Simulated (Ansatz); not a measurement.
The parent structure is KF in the rock salt structure (space group Fm-3m, No. 225; a = 5.421 Å). Axes: x, y, z lie along the cube axes.

Calculations: PBE, PAW, 420 eV (Ansatz, an electronic-structure program; scalar-relativistic without spin-orbit coupling).

It is then changed as follows: every lattice vector is stretched by 2.00 %, atoms relaxed at fixed cell.

**Question.** Predict the stress tensor and what it implies for the stiffness.

**Answer.** Stress of the strained cell less that of the base (GPa, compression positive):
```
  -1.49    0.00    0.00
   0.00   -1.49    0.00
   0.00    0.00   -1.49
```

Then B = −ΔP/(ΔV/V₀) with ΔV/V₀ = 0.0612 gives secant stiffness values (nonlinear terms included at this strain): B ≈ 24 GPa.

As a check, the harmonic strain energy −½ V₀ Δσ:ε is 5.6 meV/atom; the computed energy rise is 6.0 meV/atom.

Whether these cells are dynamically stable was not tested.
